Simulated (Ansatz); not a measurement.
## Pressure series in ZnO

The reference is ZnO in the wurtzite structure (space group P6_3mc, No. 186; a = 3.235 Å, c = 5.211 Å).

Cell and atoms are relaxed at each pressure.

Level of theory: r2SCAN (Ansatz, a quantum-chemistry and plane-wave program; PAW; 500 eV plane waves; scalar-relativistic without spin-orbit coupling).

Notes on the quantities. enthalpy: H = E + PV relative to the base's energy.

```json
[
 {"variant": "base", "enthalpy": "–", "volume per atom": "11.81 Å³"},
 {"variant": "pressure −2 GPa", "enthalpy": "-0.15 eV/atom", "volume per atom": "11.97 Å³"},
 {"variant": "pressure −1 GPa", "enthalpy": "-0.07 eV/atom", "volume per atom": "11.89 Å³"},
 {"variant": "pressure 0.9 GPa", "enthalpy": "+0.07 eV/atom", "volume per atom": "(withheld)"},
 {"variant": "pressure 2.1 GPa", "enthalpy": "+0.15 eV/atom", "volume per atom": "(withheld)"},
 {"variant": "pressure 4.5 GPa", "enthalpy": "+0.33 eV/atom", "volume per atom": "11.48 Å³"},
 {"variant": "pressure 9 GPa", "enthalpy": "+0.65 eV/atom", "volume per atom": "11.20 Å³"},
 {"variant": "pressure 15 GPa", "enthalpy": "+1.06 eV/atom", "volume per atom": "(withheld)"},
 {"variant": "pressure 22.5 GPa", "enthalpy": "+1.56 eV/atom", "volume per atom": "10.51 Å³"},
 {"variant": "pressure 30 GPa", "enthalpy": "+2.04 eV/atom", "volume per atom": "10.21 Å³"}
]
```

Q: Some entries are withheld; estimate them.

A: 
- pressure 0.9 GPa, volume per atom: 11.74 Å³
- pressure 2.1 GPa, volume per atom: 11.65 Å³
- pressure 15 GPa, volume per atom: 10.87 Å³

Load acts through the strain it causes; cell and atoms are relaxed under it. Whether these cells are dynamically stable was not tested. Measured, ZnO leaves this structure (for rock salt) near 9.1 GPa (temperature not stated; as listed in Datta, Sujoy, Jana, Debnarayan, arXiv (2020)), on rising pressure, with hysteresis.
